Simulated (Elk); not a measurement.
Short convergence ladders for Sb (R-3m, 2 atoms in the cell)

```yaml
crystal:
  lattice:
    - [3.97713, -2.16578, 0.00000]
    - [3.97713, 2.16578, 0.00000]
    - [2.79774, 0.00000, 3.56101]
  atoms:
    - { symbol: Sb, position: [0.23791, 0.23791, 0.23791] }
    - { symbol: Sb, position: [0.76650, 0.76650, 0.76650] }
```

Base method: PBEsol, all-electron FP-LAPW, Elk's shipped species files, default APW+lo basis run with Elk 10.2.4.

Base settings: xctype = 22; rgkmax = 7; stype = 3; swidth = 0.00367493 Ha; ngridk = 6 6 6.

**The width of Fermi-Dirac smearing**

In this ladder: ngridk = 10 10 10.

Narrow widths need finer meshes than wide ones, so the last steps can hold mesh noise.

Only quantities that move along the ladder and can be compared are tabulated; pressure and forces are left out, as mesh noise rules them at narrow widths.

```tsv
swidth	free energy less the last step's (meV/atom)	energy extrapolated to zero width less the last step's (meV/atom)
0.0367493 Ha	-831.48	103.22
0.0183747 Ha	-160.39	37.14
0.0110248 Ha	-41.96	13.33
0.00734986 Ha	-12.59	4.68
0.00367493 Ha	0.00	0.00
```

Widest swidth that holds the free energy within 5 meV/atom: not settled: the last two steps still differ by 13 meV/atom, over half the tolerance, so the ladder does not show it.

Widest swidth that holds the energy extrapolated to zero width within 2 meV/atom: not settled: the last two steps still differ by 4.7 meV/atom, over half the tolerance, so the ladder does not show it.

The extrapolation to zero width removes most of the smearing's effect on the energy.

**The width of Methfessel-Paxton smearing**

In this ladder: stype = 1; ngridk = 10 10 10.

Narrow widths need finer meshes than wide ones, so the last steps can hold mesh noise.

Only quantities that move along the ladder and can be compared are tabulated; pressure and forces are left out, as mesh noise rules them at narrow widths.

| swidth | total energy (no entropy term) less the last step's (meV/atom) |
|---|---|
| 0.0367493 Ha | -20.93 |
| 0.0183747 Ha | -9.21 |
| 0.0110248 Ha | -2.75 |
| 0.00734986 Ha | -0.44 |
| 0.00367493 Ha | -0.16 |
| 0.00183747 Ha | 0.00 |

Widest swidth that holds the total energy (no entropy term) within 0.5 meV/atom of the last step, with all finer ones: 0.00734986 Ha; the step before is off by 2.7 meV/atom.

On the base run: the starting cell has typed, rounded lattice constants, without a prior relaxation at this level. Its lattice was rescaled by up to half a per cent. One atom was moved a little off its site on purpose. Values depend on the basis (sphere radii, cutoffs, local orbitals), which need not be converged.

Left out of this page: 3 runs of the series outside the window shown, repeating another row's setting, or not comparable.
